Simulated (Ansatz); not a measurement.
Ansatz (a first-principles code) run on As (R-3m, 2 atoms in the cell): self-consistent single point.

Computed with PBE, norm-conserving files (source: ansatz) (plane waves; Ansatz).

The change in words: lattice scaled by 0.98; basis.ecutwfc: 420 eV → 1715 eV; hamiltonian.pseudopotentials: {kind: paw} (the program's default PAW files) → {kind: nc, source: ansatz}. Reference geometry:
```xyz
2
Lattice="3.6988 -1.8894 0.0000 3.6988 1.8894 0.0000 2.7336 0.0000 3.1270" Properties=species:S:1:pos:R:3 pbc="T T T"
As     2.3476     0.0000     0.7246
As     7.8314     0.0000     2.4172
```

Reference input (self-consistent single point, DFT, PBE, plane waves, default PAW files): basis.ecutwfc = 420 eV; kpoints.mp_grid.grid = 9 9 9; hamiltonian.xc = pbe; hamiltonian.pseudopotentials = {kind: paw} (the program's default PAW files); scf.occupations.method = fermi_dirac; scf.occupations.width = 0.1 eV. This run's input differs from it in these lines:

Ansatz 0.2 input:
```diff
@@ -2,5 +2,5 @@
   lattice:
-    - [3.698766, -1.889400, 0.000000]
-    - [3.698766, 1.889400, 0.000000]
-    - [2.733624, 0.000000, 3.126979]
+    - [3.624791, -1.851612, 0.000000]
+    - [3.624791, 1.851612, 0.000000]
+    - [2.678952, 0.000000, 3.064439]
   atoms:
@@ -9,3 +9,3 @@
 basis:
-  ecutwfc: 420.0 eV
+  ecutwfc: 1715.0 eV
 kpoints:
@@ -14,3 +14,3 @@
   xc: pbe
-  pseudopotentials: { kind: paw }
+  pseudopotentials: { kind: nc, source: ansatz }
 scf:
```

Output, abridged:

```
SCF iter   1: F=—  HF=-5772.406790 eV  |F-HF|=—  |Δ(HF+E_count)|=         —  Δρ=2.42e-2  dr2=1.57e-1  ethr=3.10e-3  ⟨swp⟩=6.1  Hψ=8391  notcnv=0
all-band conjugate gradients solve this SCF's bands
preconditioner: auto → Kerker (q_TF=auto, 2.588 Å⁻¹)
SCF iter   2: F=—  HF=-5772.400837 eV  |F-HF|=—  |Δ(HF+E_count)|=   5.95e-3  Δρ=1.52e-2  dr2=6.75e-2  ethr=5.23e-4  ⟨swp⟩=1.0  Hψ=2299  notcnv=0
SCF iter   3: F=—  HF=-5772.398043 eV  |F-HF|=—  |Δ(HF+E_count)|=   2.79e-3  Δρ=2.05e-3  dr2=2.42e-3  ethr=2.25e-4  ⟨swp⟩=1.0  Hψ=1615  notcnv=0
SCF iter   4: F=—  HF=-5772.398995 eV  |F-HF|=—  |Δ(HF+E_count)|=   9.52e-4  Δρ=8.59e-4  dr2=3.30e-4  ethr=8.08e-6  ⟨swp⟩=2.0  Hψ=2058  notcnv=0
SCF iter   5: F=—  HF=-5772.399218 eV  |F-HF|=—  |Δ(HF+E_count)|=   2.23e-4  Δρ=1.95e-4  dr2=8.60e-6  ethr=1.10e-6  ⟨swp⟩=2.1  Hψ=2143  notcnv=0
SCF iter   6: F=—  HF=-5772.399243 eV  |F-HF|=—  |Δ(HF+E_count)|=   2.50e-5  Δρ=5.08e-5  dr2=5.78e-7  ethr=2.87e-8  ⟨swp⟩=2.5  Hψ=2840  notcnv=0
SCF iter   7: F=-5772.399243 eV  HF=-5772.399243 eV  |F-HF|=1.96e-8  |Δ(HF+E_count)|=   3.31e-7  Δρ=9.05e-6  dr2=4.21e-8  ethr=3.33e-10  ⟨swp⟩=7.2  Hψ=7972  notcnv=0
SCF 1 converged in 7 iterations: F = -5772.399243 eV  dr2 = 4.21e-8
Free energy (F): -5772.399243 eV
Internal energy: -5772.390533 eV  (E = F + TS)
E sigma→0 (E₀):  -5772.394888 eV
Entropy (-TS):   -0.008710 eV (-4.355 meV/atom)
Fermi energy:    11.852275 eV
--- Forces (eV/Å), atoms counted from 1 ---
  atom   1  As     0.13689439    -0.00000000     0.04225243
  atom   2  As    -0.13689439     0.00000000    -0.04225243
--- Stress (GPa, compression-positive) ---
        4.276801       0.000000      -0.806534
        0.000000       6.889904       0.000000
       -0.806534       0.000000       6.640967
  P = ⅓ Tr σ = 5.9359 GPa (59.359 kbar)
  The stress holds the Pulay correction. Without it, at fixed plane waves, as pw.x and ABINIT print it: P = 5.9314 GPa
```

The run converged in 7 iterations. Against the reference run the pressure goes from 0.86 to 5.94 GPa and the largest force goes from 0.272 to 0.143 eV/Å.

The starting cell has typed, rounded lattice constants, without a prior relaxation at this level. Its lattice was rescaled by up to half a per cent. One atom was moved a little off its site on purpose. For this run, on top of that: lattice scaled by 0.98. Ansatz's pressure includes its estimate of the finite-basis (Pulay) stress.
